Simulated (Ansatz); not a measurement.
The reference is MoTe2 in the 2H-MoS2 type structure (space group P6_3/mmc, No. 194; a = 3.497 Å, c = 13.697 Å; layered, stacked along the Cartesian z axis).

Levels (all Ansatz, an electronic-structure program, PAW, earlier PAW set): PBE-D3(BJ) (420 eV, no spin-orbit coupling); r2SCAN (500 eV, spin-orbit coupling left out).

The geometry is relaxed with PBE-D3(BJ).

| Property | Result |
|---|---|
| PBE-D3(BJ) smallest direct gap | 1.03 eV |
| PBE-D3(BJ) lowest conduction level above the VBM at special points | K 0.95 eV; H 1.01 eV; M 1.27 eV; L 1.30 eV |
| PBE-D3(BJ) width of the top valence band | 1.03 eV |

### Question
How does going to r2SCAN change the smallest direct gap, lowest conduction level above the VBM at special points and width of the top valence band?

### Answer
The smallest direct gap grows by 0.12 eV (1.03 eV → 1.15 eV); the lowest conduction level above the VBM at special points goes from K 0.95 eV; H 1.01 eV; M 1.27 eV; L 1.30 eV to K 1.07 eV; H 1.09 eV; M 1.35 eV; L 1.38 eV; the width of the top valence band rises by 0.06 eV (1.03 eV → 1.09 eV).

Single points use the geometry relaxed with PBE-D3(BJ). Spin-orbit coupling, missing from the scalar runs, can matter with Te. Whether these cells are dynamically stable was not tested. The program warned that a D3 coordination switch lies within reach, so dispersion energies are less smooth here.
